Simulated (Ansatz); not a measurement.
```
Nb
1.0
    3.33751     0.00000     0.00000
    0.00000     3.33751     0.00000
    1.66876    -1.66876     1.63396
Nb
1
Cartesian
  0.00000   0.00000   0.00000
```

No spin polarisation.

All numbers come from r2SCAN, PAW, 500 eV (Ansatz, a first-principles code; without spin-orbit coupling). Γ-centred 28×28×28 mesh, Fermi–Dirac width 0.1 eV.

Problem. Predict the pressure and band gap.

Solution. The pressure (mean of the normal stresses, compression positive) is -1.5 GPa and the band gap comes out as zero.

The cells carry an imposed strain or load. Stability against distortions was not tested. The final runs are not spin-polarised. The cell was made from Nb in the bcc (W type) structure (space group Im-3m, No. 229) by this change: biaxial strain +1.00 %, plane normal [001], relaxed out of plane.
